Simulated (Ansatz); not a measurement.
Take Ta2N in the anti-CdI2 type structure (space group P-3m1, No. 164; a = 3.067 Å, c = 4.884 Å) as the base. Axes: x lies along a and z along c of the hexagonal cell.

All numbers come from r2SCAN+rVV10, PAW, 500 eV (Ansatz, a first-principles code; without spin-orbit coupling).

For the base:

| Property | Value |
|---|---|
| Pressure | 0.0 GPa |
| Shortest interatomic distance | 2.171 Å |

It is then changed as follows: strain tensor (xx, yy, zz, yz, xz, xy) = (−0.95, −0.30, −0.23, +1.05, +0.26, −0.25) %, atoms relaxed at fixed cell.

Task: Predict the new pressure.

Result: The pressure (mean of the normal stresses, compression positive) goes from zero to 4.7 GPa.

Task: What happens to the energy relative to the base?

Result: The energy increases by 6.2 meV/atom.

Task: Predict the new largest internal atomic displacement.

Result: The largest internal atomic displacement amounts to 0.021 Å.

Task: What does the calculation give for the shortest interatomic distance after the change?

Result: The shortest interatomic distance drops by 0.018 Å to 2.153 Å.

Without a gap, meshes like the base's 17×17×10 leave anisotropic stresses uncertain by several tenths of a GPa, and small strain energies with them. Stability against distortions was not tested. The final runs are not spin-polarised. An odd electron count without spin: Ta2N.
